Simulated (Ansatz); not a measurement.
Take TiO (space group P-62m, No. 189; a = 4.9571 Å, c = 2.8376 Å; a cell from a computed database, its experimental status unchecked) as the base. Axes: x lies along a and z along c of the hexagonal cell.

All numbers come from PBEsol (Ansatz, an electronic-structure program), no spin-orbit coupling.

Strains are applied to the cell and any free atomic positions relax; under biaxial strain the out-of-plane vector relaxes too.

One change was made to it. Results:

| quantity | base | after |
|---|---|---|
| pressure (mean of the normal stresses, compression positive) | 0.0 GPa | 6.1 GPa |
| shortest interatomic distance | 1.957 Å | 1.934 Å |
| band gap | zero | zero |

### Question
Which change produced these results?
A) uniaxial strain ε_xx = +3.25 %
B) biaxial strain −0.50 %, plane normal [001], relaxed out of plane
C) biaxial strain −1.92 %, plane normal [001], relaxed out of plane

### Answer
C, biaxial strain −1.92 %, plane normal [001], relaxed out of plane. For comparison, the pressure in the other runs: uniaxial strain ε_xx = +3.25 % gives -6.9 GPa; biaxial strain −0.50 %, plane normal [001], relaxed out of plane gives 1.5 GPa.

Without a gap, meshes like the base's 11×11×16 leave anisotropic stresses uncertain by several tenths of a GPa, and small strain energies with them. No phonon test of stability was made. No Hubbard U is applied, and correlation can decide whether such a compound is a metal. All final runs are without spin polarisation.
